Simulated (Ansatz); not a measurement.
## K in the bcc (W type) structure (space group Im-3m, No. 229)

```yaml
crystal:
  lattice:
    - [-2.60618, 2.60618, 2.60618]
    - [2.60618, -2.60618, 2.60618]
    - [2.60618, 2.60618, -2.60618]
  atoms:
    - { symbol: K, position: [0.00000, 0.00000, 0.00000] }
```

Method: DFT with PBEsol, PAW potentials and a 420 eV plane-wave cutoff in Ansatz (a first-principles code), spin-orbit coupling left out, earlier PAW set. Settings: 13×13×13 k-points, 0.05 eV Fermi–Dirac smearing.

The volume per atom is 70.81 Å³ and the density comes out as 0.92 g/cm³. The band gap comes out as zero and the total energy is -1516.029 eV/atom (σ→0; compares only within this code and set-up).

No phonon test of stability was made.
